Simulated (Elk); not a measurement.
**A self-consistent single point of TaN (P6/mmm, 6 atoms in the cell) with Elk**

Computed with PBEsol, all-electron FP-LAPW, Elk's shipped species files, APW+lo basis with extra local orbitals in Elk.

The input file:

```
tasks
  0

xctype
  22

tforce
  .true.

rgkmax
  7.5

gmaxvr
  18.0

lmaxapw
  10

lmaxo
  8

nxlo
  2

lorbcnd
  .true.

lradstp
  2

nrmtscf
  2.0

rmtscf
  0.81

lmaxi
  4

stype
  0

swidth
  0.00367493

maxscl
  100

avec
    9.9717718337   -0.0000001783    0.0000000000
   -4.9858857624    8.6358078179    0.0000000000
    0.0000000000    0.0000000000    5.5537368947

atoms
  2
  'Ta.in'
  3
  0.0000000000  0.0000000000  0.0000000000    0.0 0.0 0.0
  0.6666666667  0.3333333333  0.5000000000    0.0 0.0 0.0
  0.3333333333  0.6666666667  0.5000000000    0.0 0.0 0.0
  'N.in'
  3
  0.0000000000  0.5000000000  0.0000000000    0.0 0.0 0.0
  0.5000000000  0.0000000000  0.0000000000    0.0 0.0 0.0
  0.5000000000  0.5000000000  0.0000000000    0.0 0.0 0.0

ngridk
  6 6 9
```

Log, with long lists cut:

```
│ Elk code version 10.2.4 │

All units are atomic (Hartree, Bohr, etc.)

│ Ground-state run starting from atomic densities │

Lattice vectors :
   9.971771834     -0.1783000000E-06   0.000000000
  -4.985885762       8.635807818       0.000000000
   0.000000000       0.000000000       5.553736895

Unit cell volume      :    478.2561888
Brillouin zone volume :   0.5186555224

Muffin-tin inner radius fraction :   0.1000000000E-01

Nuclei treated as point charges

Species :    1 (Ta)
 parameters loaded from : Ta.in
 name : tantalum
 nuclear charge    :   -73.00000000
 electronic charge :    73.00000000
 atomic mass :    329847.8433
 muffin-tin radius :    2.268000000
 number of radial points in muffin-tin :   1399
 atomic positions (lattice), magnetic fields (Cartesian) :
   1 :   0.00000000  0.00000000  0.00000000    0.00000000  0.00000000  0.00000000
   2 :  -0.33333333  0.33333333  0.50000000    0.00000000  0.00000000  0.00000000
   3 :   0.33333333 -0.33333333  0.50000000    0.00000000  0.00000000  0.00000000

Species :    2 (N)
 parameters loaded from : N.in
 name : nitrogen
 nuclear charge    :   -7.000000000
 electronic charge :    7.000000000
 atomic mass :    25532.65214
 muffin-tin radius :    1.458000000
 number of radial points in muffin-tin :    599
 atomic positions (lattice), magnetic fields (Cartesian) :
   1 :   0.00000000  0.50000000  0.00000000    0.00000000  0.00000000  0.00000000
   2 :   0.50000000  0.00000000  0.00000000    0.00000000  0.00000000  0.00000000
   3 :   0.50000000  0.50000000  0.00000000    0.00000000  0.00000000  0.00000000

Total number of atoms per unit cell :    6

Spin treatment :
 spin-unpolarised

Number of Bravais lattice symmetries :   24
Number of crystal symmetries         :   24
Crystal has inversion symmetry
Real symmetric eigensolver will be used

k-point grid :      6     6     9
k-point offset :    0.000000000       0.000000000       0.000000000
   [... lines left out ...]
Maximum |G| for potential and density :    18.00000000
 potential will be trimmed for |G| > 2 gkmax
Constant for pseudocharge density :   10
Radial integration step length :    2

G-vector grid sizes :     60    60    32
Number of G-vectors :    47131

Maximum angular momentum used for
 APW functions                      :   10
 outer part of muffin-tin           :    8
 inner part of muffin-tin           :    4

Total nuclear charge    :   -240.0000000
Total core charge       :    144.0000000
Total valence charge    :    96.00000000
Total excess charge     :    0.000000000
Total electronic charge :    240.0000000

Effective Wigner radius, rₛ :   0.7806450002

Number of empty states         :   24
Total number of valence states :   72
Total number of core states    :  144

Conduction state local-orbitals added automatically
Total number of local-orbitals :  678

Exchange-correlation functional :     22     0     0
 PBEsol, Phys. Rev. Lett. 100, 136406 (2008)
 gradient requirement :    1
 generalised gradient approximation (GGA)

Smearing type :    0
 Gaussian
Smearing width :   0.3674930000E-02
Effective electronic temperature (K) :    1160.451112

Mixing type :    3
 Broyden mixing, J. Phys. A: Math. Gen. 17, L317 (1984)

Kohn-Sham potential initialised from atomic data
│ Self-consistent loop started │
│ Loop number : 1 │
 total energy                :     -47003.9395830
│ Loop number : 2 │
 total energy                :     -47005.5770625
RMS change in Kohn-Sham potential (target) :    1.055449699     (  0.1000000000E-05)
Absolute change in total energy (target)   :    1.637479524     (  0.1000000000E-03)
│ Loop number : 3 │
 total energy                :     -47004.8429746
RMS change in Kohn-Sham potential (target) :    1.045386396     (  0.1000000000E-05)
Absolute change in total energy (target)   :   0.3247180106     (  0.1000000000E-03)
│ Loop number : 4 │
 total energy                :     -47009.3843907
RMS change in Kohn-Sham potential (target) :   0.7761573658     (  0.1000000000E-05)
Absolute change in total energy (target)   :    4.460236562     (  0.1000000000E-03)
│ Loop number : 5 │
 total energy                :     -47023.7352357
RMS change in Kohn-Sham potential (target) :   0.3061521397     (  0.1000000000E-05)
Absolute change in total energy (target)   :    15.46590414     (  0.1000000000E-03)
   [... lines left out ...]
Absolute change in total energy (target)   :   0.6061160588E-02 (  0.1000000000E-03)
│ Loop number : 15 │
 total energy                :     -47028.3520038
RMS change in Kohn-Sham potential (target) :   0.2578220467E-05 (  0.1000000000E-05)
Absolute change in total energy (target)   :   0.1713995684E-02 (  0.1000000000E-03)
│ Loop number : 16 │
 total energy                :     -47028.3519081
RMS change in Kohn-Sham potential (target) :   0.1052647923E-05 (  0.1000000000E-05)
Absolute change in total energy (target)   :   0.5241657491E-03 (  0.1000000000E-03)
│ Loop number : 17 │
 total energy                :     -47028.3517624
RMS change in Kohn-Sham potential (target) :   0.4506511578E-06 (  0.1000000000E-05)
Absolute change in total energy (target)   :   0.2767388141E-03 (  0.1000000000E-03)
│ Loop number : 18 │
 total energy                :     -47028.3518051
RMS change in Kohn-Sham potential (target) :   0.2905016835E-06 (  0.1000000000E-05)
Absolute change in total energy (target)   :   0.2651220711E-04 (  0.1000000000E-03)
Convergence targets achieved

│ Loop number : 19 │

Energies :
 Fermi                       :     0.544711140511
 sum of eigenvalues          :     -28721.2349914
 electron kinetic            :      52768.3994829
 core electron kinetic       :      50969.4025330
 Coulomb                     :     -98837.8292644
 Coulomb potential           :     -80227.1407058
 nuclear-nuclear             :     -3803.38114904
 electron-nuclear            :     -109841.755525
 Hartree                     :      14807.3074096
 Madelung                    :     -58724.2589115
 xc potential                :     -1262.49376853
 exchange                    :     -943.211735486
 correlation                 :     -15.7102580675
 total energy                :     -47028.3517750

Density of states at Fermi energy :    18.48208716
 (states/Hartree/unit cell)

Estimated indirect band gap :   0.6178033202E-03
 from k-point     16 to k-point     15
Estimated direct band gap   :   0.6038827414E-02
 at k-point     15

Charges :
 core                        :    144.0000000
 valence                     :    96.00000000
 interstitial                :    13.26336514
 muffin-tins (core leakage)
  species :    1 (Ta)
   atom    1                 :    69.89214436     (  0.1152037587E-04)
   atom    2                 :    70.14914196     (  0.1175470280E-04)
   atom    3                 :    70.14914196     (  0.1175470280E-04)
  species :    2 (N)
   atom    1                 :    5.515402192     (  0.7060911243E-05)
   atom    2                 :    5.515402192     (  0.7060911243E-05)
   atom    3                 :    5.515402192     (  0.7060911243E-05)
 total in muffin-tins        :    226.7366349
 total calculated charge     :    239.9997882
 total charge                :    240.0000000
 error                       :   0.2118195344E-03

│ Self-consistent loop stopped │

Forces :
 species :    1 (Ta)
  atom :    1
   Hellmann-Feynman          :     0.00000000    0.00000000    0.00000000
   IBS                       :    -0.00000000   -0.00000000    0.00000000
   total force               :    -0.00000000   -0.00000000    0.00000000
   [... lines left out ...]
  atom :    2
   Hellmann-Feynman          :     0.00000000    0.00000000    0.00000000
   IBS                       :    -0.00000000   -0.00000000   -0.00000000
   total force               :    -0.00000000    0.00000000    0.00000000
   total magnitude           :     0.00000000
  atom :    3
   Hellmann-Feynman          :    -0.00000000   -0.00000000    0.00000000
   IBS                       :     0.00000000    0.00000000    0.00000000
   total force               :     0.00000000   -0.00000000    0.00000000
   total magnitude           :     0.00000000
 species :    2 (N)
  atom :    1
   Hellmann-Feynman          :    -0.00000000    0.00000000   -0.00000000
   IBS                       :     0.00000000   -0.00000000    0.00000000
   total force               :    -0.00000000   -0.00000000    0.00000000
   total magnitude           :     0.00000000
  atom :    2
   Hellmann-Feynman          :     0.00000000    0.00000000    0.00000000
   IBS                       :    -0.00000000   -0.00000000    0.00000000
   total force               :    -0.00000000   -0.00000000    0.00000000
   total magnitude           :     0.00000000
  atom :    3
   Hellmann-Feynman          :     0.00000000   -0.00000000   -0.00000000
   IBS                       :    -0.00000000    0.00000000    0.00000000
   total force               :    -0.00000000   -0.00000000    0.00000000
   total magnitude           :     0.00000000
```

The run converged in 19 iterations. The count includes the last loop, which Elk runs after its targets are met.

The starting cell comes from a database of computed structures (which also holds hypothetical and non-ambient phases and stackings), without a prior relaxation at this level. Its lattice was rescaled by a random factor within 2.5 % of one. Spin-orbit coupling is off. Spin polarisation is off. Values depend on the basis (sphere radii, cutoffs, local orbitals), which need not be converged. The log's line on a gap gives a spacing of levels on this mesh, which the program prints for metals too.

Cost on one core of a shared machine: roughly 10 min.
